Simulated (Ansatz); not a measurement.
free sheet of monolayer 1T SnSe2: Sn16Se32, 3 atomic planes, area 207 Å², cell height 16.2 Å with vacuum; both faces free, started from the relaxed sheet, in-plane cell fixed at 1.000 times the relaxed lattice. Level of theory: PBE, large-core Se (plane waves, PAW; Ansatz, a quantum-chemistry and plane-wave program). Mean temperature 551 K, 12.0 ps sampled after 6.5 ps of Langevin dynamics; k-points: Γ only; no spin polarisation or spin-orbit coupling.

A denser in-plane k-mesh moves the forces of one frame by 0.04 eV/Å rms. Bonds are counted up to Se-Sn 3.31 Å; heights count from the centre of mass.

| plane (from the bottom) | atoms | start height (Å) | mean height (Å) | spread of site heights (Å) | rms motion, normal (Å) | rms motion, in plane (Å) | in-plane shift from the start (Å) | coordination |
|---|---|---|---|---|---|---|---|---|
| 1 | Se16 | -1.60 | -1.61 | 0.01 | 0.17 | 0.15 | 0.01 | 3.0 |
| 2 | Sn16 | 0.00 | ___ | ___ | ___ | ___ | ___ | ___ |
| 3 | Se16 | 1.60 | ___ | ___ | ___ | ___ | ___ | ___ |

Problem. What belongs in the gaps?

Solution. 
- 3, mean height (Å): 1.61
- 3, spread of site heights (Å): 0.01
- 3, rms motion, normal (Å): 0.17
- 3, rms motion, in plane (Å): 0.15
- 3, in-plane shift from the start (Å): 0.01
- 3, coordination: 3.0
- 2, mean height (Å): 0.00
- 2, spread of site heights (Å): 0.01
- 2, rms motion, normal (Å): 0.22
- 2, rms motion, in plane (Å): 0.11
- 2, in-plane shift from the start (Å): 0.01
- 2, coordination: 6.0
